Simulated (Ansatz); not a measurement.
The reference is W in the bcc (W type) structure (space group Im-3m, No. 229; a = 3.135 Å; relaxed with 0.1 eV smearing). Axes: x, y, z lie along the cube axes.

Method: LDA (Ansatz, a first-principles code; PAW; 420 eV plane waves; without spin-orbit coupling).

Modification: the cell is stretched by 0.50 % along z with no lateral relaxation; the atoms relax in the strained cell.

Question: What happens to the energy relative to the base?

Answer: The energy grows by 0.7 meV/atom.

Question: Predict the new stress.

Answer: The stress (xx, yy, zz, yz, xz, xy; compression positive) comes out as (-1.1, -1.1, -2.8, 0.0, 0.0, 0.0) GPa.

Stability against distortions was not tested. All final runs are without spin polarisation.
